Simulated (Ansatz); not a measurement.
Take MoS₂ (space group P6_3/mmc, No. 194; a = 3.109 Å, c = 11.709 Å; layered, stacked along the Cartesian z axis) as the base. Axes: x lies along a and z along c of the hexagonal cell.

Computed with PBEsol-D3(BJ) (Ansatz, an electronic-structure program), scalar-relativistic without spin-orbit coupling.

It is then changed as follows: the cell is scaled by 1.0120 in all directions, atoms relaxed at fixed cell.

### Question
Predict the stress tensor and what it implies for the stiffness.

### Answer
Stress of the strained cell less that of the base (GPa, compression positive):
```
  -3.70    0.00    0.00
   0.00   -3.70    0.00
   0.00    0.00   -1.30
```

Then B = −ΔP/(ΔV/V₀) with ΔV/V₀ = 0.0364 gives secant stiffness values (nonlinear terms included at this strain): B (at held cell shape, above the free-shape value) ≈ 80 GPa.

As a check, the harmonic strain energy −½ V₀ Δσ:ε is 5.3 meV/atom; the computed energy rise is 5.6 meV/atom.

No phonon test of stability was made.
